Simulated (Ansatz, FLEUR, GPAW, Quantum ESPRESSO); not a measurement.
Mg6NbZn (Amm2, 8 atoms in the cell) computed with different codes at matched settings

Self-consistent single point.

```yaml
crystal:
  lattice:
    - [4.90911, 0.00000, 0.00000]
    - [0.00000, 3.04662, 5.43663]
    - [0.00000, -3.04662, 5.43663]
  atoms:
    - { symbol: Mg, position: [0.50000, 0.67183, 0.16679] }
    - { symbol: Mg, position: [0.50000, 0.16679, 0.67183] }
    - { symbol: Mg, position: [0.00000, 0.83029, 0.34263] }
    - { symbol: Mg, position: [0.00000, 0.34263, 0.83029] }
    - { symbol: Mg, position: [0.00000, 0.32782, 0.32782] }
    - { symbol: Mg, position: [0.00000, 0.82557, 0.82557] }
    - { symbol: Nb, position: [0.50000, 0.66991, 0.66991] }
    - { symbol: Zn, position: [0.50000, 0.16516, 0.16516] }
```

All programs got the same cell, k-point mesh and kind of occupations (in Ansatz's words: kpoints.mp_grid.grid = 3 3 3; scf.occupations.method = gaussian; scf.occupations.width = 0.05 eV); potentials, basis and cutoffs are each program's usual ones.

| code | model | pressure (GPa) | largest force (eV/Å) | cutoff |
|---|---|---|---|---|
| FLEUR | LDA (Vosko-Wilk-Nusair), all-electron FLAPW (FLEUR), scalar-relativistic valence | – | 0.183 | Kmax 3.8 1/bohr |
| Ansatz | LDA (PW92), PAW files made with PBE | -3.82 | 0.187 | default |
| Quantum ESPRESSO | LDA (PW92), PseudoDojo standard norm-conserving (LDA) pseudopotentials | -3.75 | 0.185 | 85 Ry |
| GPAW | LDA (Perdew-Wang 92), GPAW PAW datasets LDA (gpaw-data 1.0.1) | -3.85 | 0.191 | 850 eV |

Size of the force on each atom (eV/Å): Sizes of forces hide their directions.

```tsv
code	Mg1	Mg2	Mg3	Mg4	Mg5	Mg6	Nb7	Zn8
FLEUR	0.037	0.037	0.135	0.135	0.163	0.183	0.080	0.007
Ansatz	0.037	0.037	0.139	0.139	0.164	0.187	0.081	0.006
Quantum ESPRESSO	0.037	0.037	0.136	0.136	0.165	0.185	0.081	0.006
GPAW	0.036	0.036	0.142	0.142	0.164	0.191	0.081	0.007
```

A dash marks a value that a program does not give, or that is left out as unsure.

The spread over the programs that give each value: pressure within 0.10 GPa; largest force within 0.008 eV/Å.

The starting cell comes from a database of computed structures (which also holds hypothetical and non-ambient phases and stackings), without a prior relaxation at this level. On Ansatz's run: Spin polarisation is off. In the base run, with a pressure of about -4 GPa the cell is away from its equilibrium volume at this level. Without a gap this mesh is coarse (it stands for a supercell whose shortest vector is 15 Å).

Problem. Why do the programs differ, and what cannot be compared?

Solution. Differences of this kind can come from the potentials, where these differ, and from what each basis and cutoff leave unconverged. The valence holds different numbers of electrons (FLEUR 85, Ansatz (a quantum-chemistry and plane-wave program) 85, Quantum ESPRESSO 93, GPAW 85). The zero of total energies and Fermi levels follows the potentials and each program's conventions, so they are not compared here. FLEUR treats all electrons, but the usual bases taken here (sphere radii, linearisation, local orbitals, empty states) were not tested for convergence, so the values are no reference for the others. Ansatz's pressure is given at a fixed set of plane waves, as the other plane-wave codes print theirs.

The shared mesh is coarse (it stands for a supercell whose shortest vector is 15 Å), so the values are not converged in it.

Left out of this page: ABINIT (with a known weakness of the program); CP2K (unsound by tests on forces, stress, charge or solver warnings); Elk (not drawn, or without a comparable value).

Keys are those of Ansatz 0.2.
